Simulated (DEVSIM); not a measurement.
System: abrupt Si p-n junction, at 400 K.

Layer 1 from the left is Si, thickness (μm) 0.0820, Na (cm⁻³) 5.2e15, τn (s) 9.9e-5, τp (s) 9.9e-5. Layer 2 from the left is Si, thickness (μm) 4.30, Nd (cm⁻³) 6.1e14, τn (s) 9.9e-5, τp (s) 9.9e-5.

Left contact: ohmic. Right contact: ohmic. Voltage is applied to the left contact. Recombination: SRH at mid-gap, radiative, Auger. Mobility is μmin + (μ − μmin)/(1 + (N/Nref)^α).

This is a model device: material constants are rounded textbook-type values typed into the input, and sizes, dopings and lifetimes were drawn at random. Values at 300 K; Nc and Nv go as T^1.5, mobilities as T to minus their exponent, the gap by Varshni's rule with the affinity fixed.

Si: gap (eV) 1.124, affinity (eV) 4.05, permittivity 11.7, Nc (cm⁻³) 2.86e19, Nv (cm⁻³) 3.1e19, μn (cm²/Vs) 1417, μp (cm²/Vs) 470, μn,min 52, μp,min 45, Nref,n 9.7e16, Nref,p 2.2e17, αn 0.68, αp 0.72, T exponent of μn 2.3, T exponent of μp 2.2, B (cm³/s) 4.7e-15, Cn (cm⁶/s) 2.8e-31, Cp (cm⁶/s) 9.9e-32, Varshni α (eV/K) 0.000473, Varshni β (K) 636.

Simulated with DEVSIM: 1D drift-diffusion, Boltzmann statistics, complete ionisation; no tunnelling, impact ionisation, image-force lowering or self-heating.

What does the simulation give for the largest field in the device at zero bias, the dark forward voltage at 1 A/cm²?

largest field in the device at zero bias 8400 V/cm; dark forward voltage at 1 A/cm² 0.203 V.
